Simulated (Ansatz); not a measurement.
The parent structure is ZnCu2SnS4 (space group I-4, No. 82).

```
CELL_PARAMETERS angstrom
     -2.73414     2.73414     5.46751
      2.73414    -2.73414     5.46751
      2.73414     2.73414    -5.46751
ATOMIC_POSITIONS crystal
  Cu 0.00000 0.00000 0.00000
  Cu 0.75000 0.25000 0.50000
  Zn 0.25000 0.75000 0.50000
  Sn 0.50000 0.50000 0.00000
  S  0.37106 0.89568 0.00795
  S  0.10432 0.11226 0.47538
  S  0.88774 0.36311 0.99205
  S  0.63689 0.62894 0.52462
```

Cartesian axes are those of the cell as printed.

Computed with PBE (Ansatz, a quantum-chemistry and plane-wave program, PAW, no spin-orbit coupling).

Strains are applied to the cell and any free atomic positions relax.

One change was made to it. Results:

| quantity | base | after |
|---|---|---|
| pressure (mean of the normal stresses, compression positive) | 0.0 GPa | -1.9 GPa |
| energy relative to the base (free energy F) | 0 meV/atom | +5.1 meV/atom |

**Question.** Name the change that was made.
A) uniaxial strain ε_zz = +0.75 %
B) uniaxial strain ε_zz = +3.00 %
C) uniaxial strain ε_zz = +2.25 %
D) uniaxial strain ε_zz = +1.50 %

**Answer.** B, uniaxial strain ε_zz = +3.00 %. For comparison, the energy relative to the base in the other runs: uniaxial strain ε_zz = +1.50 % gives +1.3 meV/atom; uniaxial strain ε_zz = +2.25 % gives +2.9 meV/atom; uniaxial strain ε_zz = +0.75 % gives +0.3 meV/atom.

The mesh was chosen for an insulator and is coarse for the gapless case. Whether these cells are dynamically stable was not tested. All final runs are without spin polarisation.
